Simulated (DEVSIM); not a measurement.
Device: Si p-i-n diode, at 300 K.

```
layer (left to right)  material  thickness (μm)  Nd (cm⁻³)  Na (cm⁻³)  τn (s)  τp (s)
---------------------  --------  --------------  ---------  ---------  ------  ------
1                            Si           0.570          -     6.9e16  4.9e-7  4.9e-7
2                            Si            9.70     1.7e11          -  4.9e-7  4.9e-7
3                            Si           0.480     1.3e17          -  4.9e-7  4.9e-7
```

Left contact: ohmic. Right contact: ohmic. Voltage is applied to the left contact. Recombination: SRH at mid-gap, radiative, Auger. Mobility is μmin + (μ − μmin)/(1 + (N/Nref)^α).

Constants are typed, rounded textbook-type inputs, not results; the design itself was drawn at random and stands for no fabricated device. Values at 300 K.

```
parameter           Si
-------------  -------
gap (eV)         1.124
affinity (eV)     4.05
permittivity      11.7
Nc (cm⁻³)      2.86e19
Nv (cm⁻³)       3.1e19
μn (cm²/Vs)       1417
μp (cm²/Vs)        470
μn,min              52
μp,min              45
Nref,n          9.7e16
Nref,p          2.2e17
αn                0.68
αp                0.72
B (cm³/s)      4.7e-15
Cn (cm⁶/s)     2.8e-31
Cp (cm⁶/s)     9.9e-32
```

Simulated with DEVSIM: 1D drift-diffusion, Boltzmann statistics, complete ionisation; no tunnelling, impact ionisation, image-force lowering or self-heating.

Question: Tabulate band edges, carrier densities and field at 0.9 V on the left contact.

Answer: Energies count from the Fermi level of the right contact; mesh points crowd at the junctions.

```json
[
 {"x (μm)": "0.000", "Ec (eV)": "0.066", "Ev (eV)": "-1.058", "n (cm⁻³)": "1700", "p (cm⁻³)": "6.9e16", "field (V/cm)": "190"},
 {"x (μm)": "0.03574", "Ec (eV)": "0.067", "Ev (eV)": "-1.057", "n (cm⁻³)": "1.1e15", "p (cm⁻³)": "7.0e16", "field (V/cm)": "190"},
 {"x (μm)": "0.1147", "Ec (eV)": "0.068", "Ev (eV)": "-1.056", "n (cm⁻³)": "3.3e15", "p (cm⁻³)": "7.2e16", "field (V/cm)": "180"},
 {"x (μm)": "0.2964", "Ec (eV)": "0.071", "Ev (eV)": "-1.053", "n (cm⁻³)": "8.1e15", "p (cm⁻³)": "7.7e16", "field (V/cm)": "160"},
 {"x (μm)": "0.4984", "Ec (eV)": "0.074", "Ev (eV)": "-1.050", "n (cm⁻³)": "1.3e16", "p (cm⁻³)": "8.2e16", "field (V/cm)": "110"},
 {"x (μm)": "0.5548", "Ec (eV)": "0.072", "Ev (eV)": "-1.052", "n (cm⁻³)": "1.6e16", "p (cm⁻³)": "7.3e16", "field (V/cm)": "-2500"},
 {"x (μm)": "0.5821", "Ec (eV)": "0.058", "Ev (eV)": "-1.066", "n (cm⁻³)": "2.8e16", "p (cm⁻³)": "4.3e16", "field (V/cm)": "-3400"},
 {"x (μm)": "0.6683", "Ec (eV)": "0.054", "Ev (eV)": "-1.070", "n (cm⁻³)": "3.5e16", "p (cm⁻³)": "3.5e16", "field (V/cm)": "110"},
 {"x (μm)": "0.8576", "Ec (eV)": "0.056", "Ev (eV)": "-1.068", "n (cm⁻³)": "3.5e16", "p (cm⁻³)": "3.5e16", "field (V/cm)": "120"},
 {"x (μm)": "1.308", "Ec (eV)": "0.062", "Ev (eV)": "-1.062", "n (cm⁻³)": "3.5e16", "p (cm⁻³)": "3.5e16", "field (V/cm)": "120"},
 {"x (μm)": "2.485", "Ec (eV)": "0.076", "Ev (eV)": "-1.048", "n (cm⁻³)": "3.6e16", "p (cm⁻³)": "3.6e16", "field (V/cm)": "120"},
 {"x (μm)": "6.626", "Ec (eV)": "0.126", "Ev (eV)": "-0.998", "n (cm⁻³)": "3.7e16", "p (cm⁻³)": "3.7e16", "field (V/cm)": "120"},
 {"x (μm)": "8.853", "Ec (eV)": "0.151", "Ev (eV)": "-0.973", "n (cm⁻³)": "3.9e16", "p (cm⁻³)": "3.9e16", "field (V/cm)": "110"},
 {"x (μm)": "9.728", "Ec (eV)": "0.161", "Ev (eV)": "-0.963", "n (cm⁻³)": "3.9e16", "p (cm⁻³)": "3.9e16", "field (V/cm)": "110"},
 {"x (μm)": "10.13", "Ec (eV)": "0.165", "Ev (eV)": "-0.959", "n (cm⁻³)": "3.9e16", "p (cm⁻³)": "3.9e16", "field (V/cm)": "110"},
 {"x (μm)": "10.23", "Ec (eV)": "0.165", "Ev (eV)": "-0.959", "n (cm⁻³)": "4.1e16", "p (cm⁻³)": "3.8e16", "field (V/cm)": "-630"},
 {"x (μm)": "10.27", "Ec (eV)": "0.151", "Ev (eV)": "-0.973", "n (cm⁻³)": "7.2e16", "p (cm⁻³)": "2.2e16", "field (V/cm)": "-11000"},
 {"x (μm)": "10.30", "Ec (eV)": "0.135", "Ev (eV)": "-0.989", "n (cm⁻³)": "1.4e17", "p (cm⁻³)": "1.1e16", "field (V/cm)": "-810"},
 {"x (μm)": "10.41", "Ec (eV)": "0.135", "Ev (eV)": "-0.989", "n (cm⁻³)": "1.4e17", "p (cm⁻³)": "8.0e15", "field (V/cm)": "110"},
 {"x (μm)": "10.59", "Ec (eV)": "0.138", "Ev (eV)": "-0.986", "n (cm⁻³)": "1.3e17", "p (cm⁻³)": "3.9e15", "field (V/cm)": "120"},
 {"x (μm)": "10.70", "Ec (eV)": "0.139", "Ev (eV)": "-0.985", "n (cm⁻³)": "1.3e17", "p (cm⁻³)": "1.3e15", "field (V/cm)": "120"},
 {"x (μm)": "10.75", "Ec (eV)": "0.139", "Ev (eV)": "-0.985", "n (cm⁻³)": "1.3e17", "p (cm⁻³)": "890", "field (V/cm)": "120"}
]
```
